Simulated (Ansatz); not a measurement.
**A computed series for GaAs: response to strain**

Start from GaAs in the zinc blende structure (space group F-43m, No. 216; a = 5.603 Å). Axes: x, y, z lie along the cube axes.

Strains are applied to the cell and any free atomic positions relax; under biaxial strain the out-of-plane vector relaxes too.

Computed with LDA, PAW, 420 eV (Ansatz, a first-principles code; no SOC).

Notes on the quantities. energy relative to the base: free energy F.

```csv
"biaxial strain, plane normal [001], relaxed out of plane (%)",energy relative to the base (meV/atom)
-3,16.2
-2.5,11.1
-2,7.0
-1.5,3.9
-1,1.7
-0.5,?
0,0.0
```

Fit ΔE = Aε² + Bε³ (ε in %) to the rows shown and predict the withheld row.

Least squares on the printed values gives A = 1.66 and B = -0.048 meV/atom (largest residual 0.0 meV/atom); this predicts 0.4 meV/atom, and the run gives 0.4 meV/atom, in agreement.

Whether these cells are dynamically stable was not tested.
